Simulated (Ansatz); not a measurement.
The reference is GaP in the zinc blende structure (space group F-43m, No. 216; a = 5.4513 Å). Axes: x, y, z lie along the cube axes.

Method: r2SCAN, PAW, 500 eV (Ansatz, a first-principles code; spin-orbit coupling left out).

Strains are applied to the cell and any free atomic positions relax; under biaxial strain the out-of-plane vector relaxes too.

One change was made to it. Results:

| quantity | base | after |
|---|---|---|
| pressure (mean of the normal stresses, compression positive) | 0.00 GPa | -2.32 GPa |
| volume per atom | 20.25 Å³ | 20.82 Å³ |
| valence-band top at Γ (three highest levels, from the VBM) | 0.00, 0.00, 0.00 eV | 0.00, -0.25, -0.25 eV |
| smallest direct gap | 2.36 eV | 1.94 eV |

### Question
What was done to the base?
A. biaxial strain +2.50 %, plane normal [001], relaxed out of plane
B. biaxial strain +1.00 %, plane normal [001], relaxed out of plane
C. biaxial strain +1.50 %, plane normal [001], relaxed out of plane
D. biaxial strain +3.00 %, plane normal [001], relaxed out of plane

### Answer
A, biaxial strain +2.50 %, plane normal [001], relaxed out of plane. For comparison, the valence-band top at Γ in the other runs: biaxial strain +1.00 %, plane normal [001], relaxed out of plane gives 0.00, -0.11, -0.11 eV; biaxial strain +1.50 %, plane normal [001], relaxed out of plane gives 0.00, -0.16, -0.16 eV; biaxial strain +3.00 %, plane normal [001], relaxed out of plane gives 0.00, -0.30, -0.30 eV.

No phonon test of stability was made.
